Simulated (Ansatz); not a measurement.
TiAl3 (I4/mmm, No. 139), treated with PBE (plane waves, PAW; Ansatz, a quantum-chemistry and plane-wave program).

Run with plane-wave cutoff 520 eV, 20×20×20 k mesh, Fermi–Dirac smearing 0.05 eV, no spin polarisation, scalar-relativistic PAW data made under PBE.

Energies at three volumes about the minimum:

```json
[
 {"V (Å³/atom)": "15.617", "E − E_lowest (meV/atom)": "2.18"},
 {"V (Å³/atom)": "15.936", "E − E_lowest (meV/atom)": "0.00"},
 {"V (Å³/atom)": "16.255", "E − E_lowest (meV/atom)": "2.03"}
]
```

Q: Fit a parabola by hand: where is the minimum, and what is the bulk modulus?

A: Slopes: (0.00 − 2.18)/(15.936 − 15.617) = -6.834 and (2.03 − 0.00)/(16.255 − 15.936) = 6.364 meV/Å³. Curvature E″ = 2 × (6.364 − (-6.834))/(16.255 − 15.617) = 41.373 meV/Å⁶. From the middle of the first interval, the slope vanishes at V0 = 15.7765 − (-6.834)/41.373 = 15.942 Å³/atom. B = V0 E″ = 15.942 × 41.373 meV/Å³ × 0.1602 GPa per meV/Å³ = 106 GPa. The full Birch–Murnaghan fit to all volumes gives V0 = 15.936 Å³/atom and B0 = 106 GPa.

Shape and atoms are relaxed at each volume.

Measured, for comparison: equilibrium volume per atom 15.93 Å³/atom (temperature not stated, not corrected to a static lattice; as tabulated in P. Norby and A. Norlund Christensen, Acta Chemica Scandinavica A40, 157 (1986)). Computed less measured: equilibrium volume per atom +0.1 %.
